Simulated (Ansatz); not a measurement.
**The (110) surface of zinc-blende CdTe in its 1x1 cell (cut with top plane Cd + Te, bottom plane Cd + Te), outermost plane spacing 2.34 Å in the ideal cut**

Level of theory: r2SCAN, at the PBE geometry (plane waves to 500 eV, PAW; Ansatz, a quantum-chemistry and plane-wave program).

Slab: 12 atoms, Cd6Te6, 11.7 Å thick at the start; k 6x4x1, smearing 0.025 eV, dipole-corrected; single point; on the structure that PBE left under its start's symmetry; no spin, no spin-orbit, no U.

```
Quantity                                                         Result
-----------------------------------------------  ----------------------
surface energy (mean of both faces)                           0.27 J/m²
gap of the slab on its k-mesh                                   1.58 eV
highest filled level below the top vacuum level                 5.56 eV
cost                                             roughly 5 core-minutes
```
